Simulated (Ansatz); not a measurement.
Cubic perovskite CsSrF3, treated with r²SCAN in Ansatz (plane waves, PAW).

Run with plane-wave cutoff 560 eV, 8×8×8 k mesh, Fermi–Dirac smearing 0.01 eV, scalar-relativistic PAW data made under PBE.

Results at a series of volumes:

```tsv
V (Å³/atom)	E − E_lowest (meV/atom)	P (GPa)
20.321	12.26	3.22
20.753	5.22	2.02
21.186	1.25	0.95
21.618	0.00	0.00
22.050	1.17	-0.85
22.483	4.49	-1.60
22.915	9.75	-2.28
```

Question: What bulk modulus B0 and pressure derivative B′ does a third-order Birch–Murnaghan fit give?

Answer: V0 = 21.617 Å³/atom, B0 = 44.9 GPa, B′ = 4.8 (fit to the energies at full precision).

Note: the relaxation could not lower the start's symmetry, so the cell can be a saddle point above a distorted one.

Spin–orbit coupling is not included.

Static lattice: no zero-point or thermal effects.

It cost very roughly 2.6 core-minutes of CPU time.

Ansatz is a first-principles code.
